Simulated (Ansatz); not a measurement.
## (Si)4/(Ge)2 zinc blende (111) superlattice on Si

A (111) superlattice of 4 double layers of Si and 2 of Ge (both in the zinc blende type), in-plane lattice that of Si; the cell holds Si8Ge4.

All values below come from PBE (plane waves to 420 eV, PAW; Ansatz, a first-principles code). No spin–orbit coupling; PBE gaps are too small against experiment. Its k-point mesh 9×9×2, Fermi–Dirac width 0.01 eV.

* **period**: 19.38 Å
* **in-plane lattice vector**: 3.868 Å
* **strain of bulk Ge held on this lattice, in plane and along the normal**: -5.05 %, then +1.95 %
* **PBE gap of the superlattice over the mesh and listed points off it**: 0.29 eV

```xyz
12
Lattice="3.8679 0.0000 0.0000 -1.9339 3.3497 0.0000 0.0000 0.0000 19.3778" Properties=species:S:1:pos:R:3 pbc="T T T"
Si     0.0000     0.0000    -0.0383
Si     0.0000     0.0000     2.3265
Si     0.0000     2.2331     3.1153
Si     0.0000     2.2331     5.4844
Si     1.9339     1.1166     6.2735
Si     1.9339     1.1166     8.6426
Si     0.0000     0.0000     9.4314
Si     0.0000     0.0000    11.7962
Ge     0.0000     2.2331    12.6366
Ge     0.0000     2.2331    15.1151
Ge     1.9339     1.1166    16.0206
Ge     1.9339     1.1166    18.4992
```
